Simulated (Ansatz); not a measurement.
Reference: MgS (Fm-3m), PBEsol with spin-orbit coupling, rigid bands (plane waves, PAW; Ansatz, a quantum-chemistry and plane-wave program); geometry: cell and atoms relaxed with PBEsol.

MgS has the cubic space group Fm-3m (No. 225), the rock salt structure, Pearson symbol cF8. Conventional cell: a = b = c = 5.1819 Å, α = β = γ = 90.00°. Mg on 4a is coordinated by 6 S at 2.591 Å (octahedral). S on 4b is coordinated by 6 Mg at 2.591 Å (octahedral). (Neighbours: up to the widest gap in distance over summed covalent radii, below 1.35, at either atom; cation-cation and far metal-metal contacts left out.)
(The calculation used a cell of 2 atoms; values per cell refer to that cell.)

The band gap comes out as 2.70 eV. The electron conductivity mass comes out as 0.35 mₑ and the hole conductivity mass is 1.19 mₑ. The Seebeck coefficient, n-type 1e19 cm⁻³ is -261 μV/K.

**Question.** Swap S for Se, keeping the structure type. How do these values move?

**Answer.** MgSe (Fm-3m): volume per atom 17.4 to 20.2 Å³; band gap falls (2.70 eV to 1.64 eV); electron conductivity mass falls (0.35 mₑ to 0.29 mₑ); hole conductivity mass falls (1.19 mₑ to 0.95 mₑ); Seebeck coefficient, n-type 1e19 cm⁻³ falls in size (-261 μV/K to -241 μV/K).

**Question.** Replace Mg by Ba on the same sites and relax. What happens?

**Answer.** BaS (Fm-3m): volume per atom 17.4 to 31.7 Å³; band gap falls (2.70 eV to 1.99 eV); electron conductivity mass rises (0.35 mₑ to 0.43 mₑ); hole conductivity mass falls (1.19 mₑ to 0.91 mₑ); Seebeck coefficient, n-type 1e19 cm⁻³ rises in size (-261 μV/K to -305 μV/K).

Moves up to 5 % count as about the same. Masses are for dilute carriers at 300 K, harmonic means over directions unless an axis is named. Seebeck coefficients are for the stated density at 300 K, with one relaxation time for all states and whether or not that doping can be reached.

Formula and space group known from diffraction (Crystallography Open Database), not checked to be the room-temperature form: BaS (Fm-3m).
